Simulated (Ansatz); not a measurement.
Functionals compared on NH2 on the 1x1 (110) surface of zinc-blende GaAs (cut with top plane As + Ga), one in a 2x1 cell, started at the site 'top Ga', in Ansatz (plane waves, PAW). The structure was relaxed with PBE; the other rows are single points on it, each with its references at the same level. Cutoff 420 eV (500 eV for r2SCAN). The points keep PBE's geometry, so the relaxation of a polaron and the settling of charge on one site are left out.

Host crystal: zinc-blende GaAs, with a band gap (PBE, scalar-relativistic without spin-orbit coupling).

Set-up: 23 atoms, 8.6 Å thick at the start under the adsorbate (thin: gaps and levels are the slab's own); mesh 3x4x1; 0.01 eV smearing; dipole correction on; 8 atoms held, the rest relaxed; start symmetry kept, larger cells not searched; spin-polarised, ending with about 0.7 μB a cell, a value that depends on the mesh; orders that need a larger cell were not tried, no spin-orbit, no U, no dispersion correction. The slab shows no gap over 0.04 eV on its mesh. At the end it is bonded to Ga. In PBE this state lies 0.04 eV over the lowest of the starts that converged ('bridge As-Ga (span 5.0 Å)'). These notes are the PBE run's. r2SCAN: The program's check for a lower electronic state was not made. Adsorption energies are against NH3(g) − ½ H2(g). A negative adsorption energy means that the adsorbate is more stable on the surface than in its reference.

```tsv
functional	adsorption energy (eV)	work function of the top face (eV)	rough cost of the single point
PBE	0.87	4.88	–
RPBE	1.00	4.82	around 6 core-minutes (rough)
r2SCAN	___	___	around 13 core-minutes (rough)
```

Question: Complete the blanks.

Answer: 
- r2SCAN, adsorption energy (eV): 0.80
- r2SCAN, work function of the top face (eV): 5.13

Ansatz is a quantum-chemistry and plane-wave program.
